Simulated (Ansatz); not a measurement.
## Step by step: formation energy of 2 Cu_Al in Al (fcc, Fm-3m)

We look at the formation energy of 2 Cu_Al in Al (fcc, Fm-3m). Reaction: 18 Al (fcc) + 2 Al2Cu (I4/mcm) → cell A.

A: a supercell of 24 sites of Al (fcc, Fm-3m) with two times Cu on an Al site (8 Al at 2.64 Å and 4 Cu at 2.86 Å); the closest two of these centres are 2.9 Å apart; spin state with PBE: run without spin.

Setting: static, neutral cells in Ansatz (PAW) whose structures rest at the PBE level. Ansatz (a quantum-chemistry and plane-wave program) runs with its default PAW set. Other levels take these structures. The lattices are those relaxed with PBE, so at other levels the solids can be strained, which adds to the spread. Larger cells are relaxed from a start prepared with the learned potential CHGNet till forces fall under 0.03 eV/Å, which some starts already meet. A dispersion term (D3(BJ), or D4 for r2SCAN) was computed beside these levels and is taken off wherever the name lacks it. The cell is small for its defects, so this is an ordered compound on the host's lattice rather than an isolated defect. Cell A has symmetry P4/mmm and got no random move, so less symmetric positions, which may lie lower, weren't tried.

Total energies of the cells in eV, at zero smearing width. They compare only within one column; the weights balance every element.

| cell | atoms | weight | r2SCAN | LDA |
|---|---|---|---|---|
| A: Al:2 Cu_Al | 24 | +1 | -25151.68816 | -24394.82427 |
| Al (fcc) | 24 | −3/4 | -12969.65893 | -12308.84523 |
| Al2Cu (I4/mcm) | 6 | −1 | -15425.03574 | -15163.97293 |

r2SCAN: (-25151.68816) − 3/4 × (-12969.65893) − (-15425.03574) = 0.592 eV.

LDA: (-24394.82427) − 3/4 × (-12308.84523) − (-15163.97293) = 0.783 eV.
